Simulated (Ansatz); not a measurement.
Reference: GaAs (F-43m), r2SCAN with spin-orbit coupling, rigid bands (plane waves, PAW; Ansatz, a program for electronic structure); axes and stresses refer to this cell.

```
CELL_PARAMETERS angstrom
      0.00000     2.83321     2.83321
      2.83321     0.00000     2.83321
      2.83321     2.83321     0.00000
ATOMIC_POSITIONS crystal
  Ga 0.00000 0.00000 0.00000
  As 0.25000 0.25000 0.25000
```

The hole conductivity mass comes out as 0.40 mₑ, the electron conductivity mass is 0.058 mₑ and the Seebeck coefficient, n-type 1e19 cm⁻³ comes out as -44 μV/K.

```tsv
Change	hole conductivity mass	electron conductivity mass	Seebeck coefficient, n-type 1e19 cm⁻³
biaxial stress xx = yy = -2 GPa (compression positive)	0.25 mₑ	0.050 mₑ	[?]
uniaxial stress along [110] of 1 GPa (compression positive)	0.35 mₑ	0.059 mₑ	-50 μV/K
uniaxial stress along [110] of 2 GPa (compression positive)	[?]	0.061 mₑ	-67 μV/K
uniaxial stress along [111] of 1 GPa (compression positive)	0.36 mₑ	0.059 mₑ	[?]
uniaxial stress zz = 2 GPa (compression positive)	0.26 mₑ	0.061 mₑ	-53 μV/K
```

Question: Some entries are withheld; supply them.

Answer: 
- biaxial stress xx = yy = -2 GPa (compression positive), Seebeck coefficient, n-type 1e19 cm⁻³: -38 μV/K
- uniaxial stress along [110] of 2 GPa (compression positive), hole conductivity mass: 0.27 mₑ
- uniaxial stress along [111] of 1 GPa (compression positive), Seebeck coefficient, n-type 1e19 cm⁻³: -54 μV/K

Masses are for dilute carriers at 300 K, harmonic means over directions unless an axis is named. Seebeck coefficients are for the stated density at 300 K, with one relaxation time for all states and whether or not that doping can be reached. Stresses and pressures are the targets of the relaxation.  The structure type is held under load, also where the real crystal would transform.
